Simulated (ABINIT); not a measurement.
Worked example: self-consistent single point of Ba (Im-3m, 1 atom in the cell) in ABINIT.

Method of the run: PBE, norm-conserving pseudopotentials (PseudoDojo nc-sr-05 PBE standard) (plane waves; ABINIT 10.0.3).

```
Ba
1.0
   -2.49745     2.49745     2.49745
    2.49745    -2.49745     2.49745
    2.49745     2.49745    -2.49745
Ba
1
Direct
  0.00000   0.00000   0.00000
```

Reference input (self-consistent single point, DFT, PBE, plane waves, norm-conserving pseudopotentials (PseudoDojo nc-sr-05 PBE standard)): pseudos = [Ba.upf]; ecut = 28 Ha; ixc = 11; occopt = 7; tsmear = 0.1 eV; ngkpt = 7 7 7; nshiftk = 1; shiftk = 0 0 0; potentials = PseudoDojo nc-sr-05 PBE standard; nband = 10; kptopt = 1; nstep = 60. This run's input differs from it in these lines:

```diff
@@ -19,3 +19,3 @@
 kptopt 1
-ngkpt 7 7 7
+ngkpt 11 11 11
 nshiftk 1
```

Log, with long lists cut:

```
--- !BeginCycle
solver: {iscf: 7, nstep: 60, nline: 4, wfoptalg: 0, }
tolerances: {tolvrs: 1.00E-12, }
...

     iter   Etot(hartree)      deltaE(h)  residm     vres2
 ETOT  1  -27.991291731829    -2.799E+01 4.387E-02 7.374E-01
 ETOT  2  -27.998566083122    -7.274E-03 3.271E-03 6.660E-02
 ETOT  3  -27.998583571629    -1.749E-05 1.154E-03 3.754E-03
 ETOT  4  -27.998585409190    -1.838E-06 4.908E-04 1.640E-04
 ETOT  5  -27.998585640277    -2.311E-07 5.891E-04 4.739E-06
   [... 3 lines left out ...]
 ETOT  9  -27.998585682085    -1.740E-10 2.893E-04 6.513E-10
 ETOT 10  -27.998585682117    -3.140E-11 1.784E-04 1.318E-11
 ETOT 11  -27.998585682122    -5.599E-12 1.640E-04 1.813E-12
 ETOT 12  -27.998585682123    -1.261E-12 1.044E-04 8.915E-14
 At SCF step   12       vres2   =  8.92E-14 < tolvrs=  1.00E-12 =>converged.

 Cartesian components of stress tensor (hartree/bohr^3)
  sigma(1 1)= -4.40682602E-06  sigma(3 2)=  0.00000000E+00
  sigma(2 2)= -4.40682602E-06  sigma(3 1)=  0.00000000E+00
  sigma(3 3)= -4.40682602E-06  sigma(2 1)=  0.00000000E+00

 ----iterations are completed or convergence reached----

 reduced coordinates (array xred) for    1 atoms
       0.000000000000      0.000000000000      0.000000000000
 cartesian forces (eV/Angstrom) at end:
    1     -0.00000000000000    -0.00000000000000    -0.00000000000000
 frms,max,avg= 0.0000000E+00 0.0000000E+00   0.000E+00  0.000E+00  0.000E+00 e/A
 length scales=  1.000000000000  1.000000000000  1.000000000000 bohr
              =  0.529177208590  0.529177208590  0.529177208590 angstroms
   [... lines left out ...]
 Fermi (or HOMO) energy (hartree) =   0.16333   Average Vxc (hartree)=  -0.27896
   [... lines left out ...]
total_energy        : -2.79985856821235E+01
total_energy_eV     : -7.61880262533362E+02
band_energy         : -3.62389250487663E+00
...

-Cartesian components of stress tensor (GPa)         [Pressure=  1.2965E-01 GPa]
- sigma(1 1)= -1.29653276E-01  sigma(3 2)=  0.00000000E+00
- sigma(2 2)= -1.29653276E-01  sigma(3 1)=  0.00000000E+00
- sigma(3 3)= -1.29653276E-01  sigma(2 1)=  0.00000000E+00

 Calculation completed.
```

The run converged in 12 iterations. Against the reference run the free energy goes down by 6.7 meV/atom and the pressure moves little (0.20 to 0.13 GPa).

The starting cell has typed, rounded lattice constants, without a prior relaxation at this level. Its lattice was rescaled by up to half a per cent.

Cost on one core of a shared machine: roughly 50 s.
